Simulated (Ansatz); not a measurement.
A periodic model of amorphous Si₂₈O₂₈C₁₄:

```xyz
70
Lattice="10.0255 0.2837 -0.3419 0.2837 9.9853 -0.2374 -0.3419 -0.2374 10.2992" Properties=species:S:1:pos:R:3 pbc="T T T"
Si     1.1041     7.0280     0.3732
Si     3.0104     5.7110     8.6353
Si     0.9238     6.1281     4.0704
Si     6.9744     8.8280     3.6065
Si     9.2602     3.6471     0.1962
Si     2.2407     3.1565     7.2965
Si     8.0326     0.6350     9.5178
Si     3.5363     0.6740     7.9820
Si     6.5378     8.8151     8.8186
Si     2.1303     0.8700     3.0574
Si     7.5635     1.1287     5.7407
Si     8.8888     8.2158     6.6662
Si     5.9909     5.8784     9.0767
Si     5.1029     1.7183     2.0178
Si     4.2770     8.5213     5.3048
Si     6.0619     3.6401     4.3656
Si     6.5433     3.1598     8.3627
Si     8.7838     6.6859     9.3461
Si     0.8752     9.5968     1.5288
Si     8.8634     4.6478     5.0418
Si     5.1046     1.6279     9.5120
Si     9.2651     2.7622     7.4222
Si     2.1425     9.2137     4.5514
Si     0.0857     3.3193     2.8857
Si     7.8364     6.6382     3.3261
Si     3.6800     5.3127     5.5549
Si     6.4647     6.3474     5.9470
Si     2.9228     7.6947     2.6043
O      3.7056     1.2115     2.7231
O      3.0519     1.8511     6.8223
O      0.0672     5.4667     5.3521
O      6.8776     0.4730     7.0994
O      5.4653     8.9661     4.2815
O      8.9020     6.8531     7.7339
O      4.3634     6.1232     9.3659
O      4.6872     2.4321     0.5864
O      9.1669     3.4694     3.9068
O      6.6714     2.4235     5.2803
O      5.8144     2.9244     2.9038
O      7.1541     6.6353     1.7333
O      7.2909     7.7243     5.9283
O      7.8728    10.0758     4.2358
O      4.7440     6.7087     5.5814
O      0.8992     2.7085     8.0505
O      6.3586     4.3932     9.5985
O      9.4546     0.3009     0.3527
O      1.9409     8.4487     0.8315
O      0.1723     8.5880     2.7019
O      9.0637     1.5816     6.2809
O      2.5220     5.9276     4.6238
O      5.1347     8.3958     7.9992
O      8.9050     4.1277     6.5958
O      6.2192     5.7798     7.4498
O      4.5549     4.1172     4.8927
O      1.3810     2.3431     3.2234
O      1.7771     6.1515     9.4957
C      0.5110     5.5622     1.3540
C      2.9600     4.7582     7.1641
C      6.7854     9.0070     1.7140
C      6.2077     0.2661     1.3593
C      6.9488     7.2961     9.8448
C      0.6269     5.0583     2.6361
C      7.0642     7.7778     1.0177
C      8.4051     2.4050     9.0460
C      6.5593     0.5125    -0.0569
C      7.9090     9.5291     7.7695
C      9.6800     5.3541    -0.0621
C      4.4677     9.1684     7.0331
C      1.1699     7.8988     3.5042
C      7.1179     5.2328     4.5974
```

Computed with PBE, scalar-relativistic without spin-orbit coupling (plane waves to 420 eV, PAW; Ansatz, an electronic-structure program).

The cell was made by melting and quenching with the CHGNet potential and then relaxed with DFT. O atoms were pushed apart under 1.9 Å during the dynamics, to hinder bonds among them. The hot cell started wider than the set density and was brought back towards it in steps. It is the lowest in DFT energy of 2 quenches. It is a model cell: composition and starting density were chosen by hand, and all elements were melted together. No dispersion term was used. Its density started from a set value of 2.14 and ended at 2.26 g/cm³. Cooling (nominally 200 K/ps over its main leg) ran many orders faster than in experiment, which tends to leave more defects and strain. A cell of this size samples the disorder only roughly. Volume and shape were free in the relaxation. On a 2×2×2 Γ-centred mesh force components of up to 0.23 eV/Å stay, since the relaxation ran on the zone centre alone.

Neighbours within Si-Si 2.60 Å, Si-O 2.28 Å, Si-C 2.19 Å, O-O 1.58 Å, O-C 1.68 Å, C-C 1.78 Å count as bonded. Two cations that share two anions don't count as bonded, nor two that share one unless they lie closer than Si-Si 2.38 Å, Si-C 2.00 Å, C-C 1.63 Å.

Problem. Give the coordination numbers, mean bond lengths and angles.

Solution. 
```
Property                                                Value
-----------------------  ------------------------------------
Mean coordination of Si  3.79 (8 with 3, 18 with 4, 2 with 5)
Mean coordination of O             2.07 (26 with 2, 2 with 3)
Mean coordination of C              3.43 (8 with 3, 6 with 4)
Mean Si-O bond           1.678 Å (spread 0.088 Å, 54 counted)
Mean Si-C bond           1.890 Å (spread 0.078 Å, 32 counted)
Mean Si-Si bond          2.422 Å (spread 0.096 Å, 10 counted)
Mean C-C bond             1.447 Å (spread 0.042 Å, 6 counted)
Bond angle at Si                    mean 106.7°, spread 16.8°
Bond angle at O                     mean 133.7°, spread 19.0°
Bond angle at C                     mean 113.2°, spread 12.7°
```
